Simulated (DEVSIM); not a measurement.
Device: Ni/SiO2/p-Ge capacitor, at 300 K.

```csv
layer (left to right),material,thickness (nm),Na (cm⁻³)
1,SiO2,13.0,-
2,Ge,18000,1.1e15
```

Metal gate on the left, work function 5.1 eV. Fixed charge at the semiconductor interface 6.1e11 cm⁻² (in units of +e); no interface traps.

The device is made up for the run: typed textbook-type constants, with dimensions and the other settings drawn at random. Values at 300 K.

| parameter | SiO2 | Ge |
|---|---|---|
| gap (eV) | 9 | 0.664 |
| affinity (eV) | 0.9 | 4 |
| permittivity | 3.9 | 16 |
| Nc (cm⁻³) | - | 1.04e19 |
| Nv (cm⁻³) | - | 6e18 |

Simulated with DEVSIM: 1D Poisson equation in equilibrium, Boltzmann statistics, complete ionisation; no quantum confinement or tunnelling. Metal contacts follow the ideal Schottky-Mott rule: no Fermi-level pinning, no interface dipoles.

Problem. Tabulate band edges, carrier densities and field at 1.0 V on the gate.

Solution. Energies count from the Fermi level of the right contact; mesh points crowd at the junctions.

| x (μm) | Ec (eV) | Ev (eV) | n (cm⁻³) | p (cm⁻³) | field (V/cm) |
|---|---|---|---|---|---|
| 0.000 | 3.200 | -5.800 | < 1e2 | < 1e2 | -22000 |
| 0.001670 | 3.196 | -5.804 | < 1e2 | < 1e2 | -22000 |
| 0.005488 | 3.188 | -5.812 | < 1e2 | < 1e2 | -22000 |
| 0.01024 | 3.177 | -5.823 | < 1e2 | < 1e2 | -22000 |
| 0.01296 | 3.171 | -5.829 | < 1e2 | < 1e2 | -18000 |
| 0.01484 | 0.081 | -0.583 | 4.5e17 | 9.8e8 | 52000 |
| 0.01958 | 0.102 | -0.562 | 2.0e17 | 2.1e9 | 36000 |
| 0.03991 | 0.149 | -0.515 | 3.3e16 | 1.3e10 | 16000 |
| 0.08437 | 0.200 | -0.464 | 4.6e15 | 9.5e10 | 9000 |
| 0.2057 | 0.285 | -0.379 | 1.7e14 | 2.5e12 | 5800 |
| 0.5126 | 0.403 | -0.261 | 1.7e12 | 2.5e14 | 2100 |
| 1.827 | 0.442 | -0.222 | 4.0e11 | 1.1e15 | ≈ 0 |
| 4.864 | 0.442 | -0.222 | 4.0e11 | 1.1e15 | ≈ 0 |
| 11.38 | 0.442 | -0.222 | 4.0e11 | 1.1e15 | ≈ 0 |
| 16.18 | 0.442 | -0.222 | 4.0e11 | 1.1e15 | ≈ 0 |
| 17.31 | 0.442 | -0.222 | 4.0e11 | 1.1e15 | ≈ 0 |
| 17.75 | 0.442 | -0.222 | 4.0e11 | 1.1e15 | ≈ 0 |
| 17.91 | 0.442 | -0.222 | 4.0e11 | 1.1e15 | ≈ 0 |
| 17.99 | 0.442 | -0.222 | 4.0e11 | 1.1e15 | ≈ 0 |
| 18.00 | 0.442 | -0.222 | 4.0e11 | 1.1e15 | ≈ 0 |
| 18.01 | 0.442 | -0.222 | 4.0e11 | 1.1e15 | ≈ 0 |
| 18.01 | 0.442 | -0.222 | 4.0e11 | 1.1e15 | ≈ 0 |
